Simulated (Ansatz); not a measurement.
ZnS: strain along the normal

ZnS (wurtzite, P6_3mc, 18.586 Å³/atom at rest, c along z) under an equal strain ε in the (0001) plane with the normal axis free, as in a coherent film. LDA in Ansatz, a plane-wave DFT program (PAW, default set), 420 eV, 10×10×6 Γ-centred mesh, Fermi-Dirac smearing 0.05 eV; ions are relaxed within the symmetry of each cell.

Here s stands for strain and y for normal strain.

| strain (%) | normal strain (%) |
|---|---|
| -3.00 | ? |
| -1.20 | 0.76 |
| -0.60 | 0.38 |
| 0.00 | 0.00 |
| 0.60 | -0.37 |
| 1.20 | -0.73 |

Taking a straight line for y over the 5 complete rows: Means: s 0, y 0.008. About the means, the sum of products is -2.2380 and the sum of squares of s is 3.6000; the slope is their ratio. Least squares gives y = 0.008 - 0.6217·s. Residuals (row less fit): 0.006, -0.001, -0.008, -0.005, 0.008; standard error 0.008 (degrees of freedom: 3). The slope, -0.62 ± 0.00, is the elastic response of the normal axis, −2C13/C33.

Estimate the missing y (s = -3.00); what did the run itself give?

y = 0.008 - 0.6217 × (-3.0) = 1.873%. The calculation gives 1.94%, 0.067% above the prediction (2.5 % of the range of y in the table). The row lies outside the fitted rows, so this is an extrapolation. From the scatter of the fitted rows alone, a prediction at this place has a standard error of 0.015%, so the miss is 4.5 times that.

One order more, fitted to all 11 runs of the series, follows each within 0.01, so the miss is the next term of a smooth law. ZnS is here the high-temperature form. Rows are the converged runs of the series near zero and its far end; series whose fitted rows scatter by over a few per cent of the range, as at a crossing or softening among them, aren't shown in this form. Most that stay on the fit to the last digits aren't either.
